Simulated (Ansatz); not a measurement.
Base system: ZnS in the wurtzite structure (space group P6_3mc, No. 186; a = 3.738 Å, c = 6.143 Å). Axes: x lies along a and z along c of the hexagonal cell.

The values are results of LDA (Ansatz, a first-principles code, PAW, without spin-orbit coupling), not measurements.

Now apply this change: uniaxial strain ε_zz = +0.60 %, all other strain components held at zero, atoms relaxed at fixed cell.

Question: Predict the stress tensor and what it implies for the stiffness.

Answer: Stress of the strained cell less that of the base (GPa, compression positive):
```
  -0.30    0.00    0.00
   0.00   -0.30    0.00
   0.00    0.00   -0.98
```

Then −Δσ_ii/ε with ε = 0.0060 gives relaxed-ion elastic constants: C33 ≈ 163 GPa, C13 ≈ 50 GPa and C23 ≈ 50 GPa.

Whether these cells are dynamically stable was not tested.
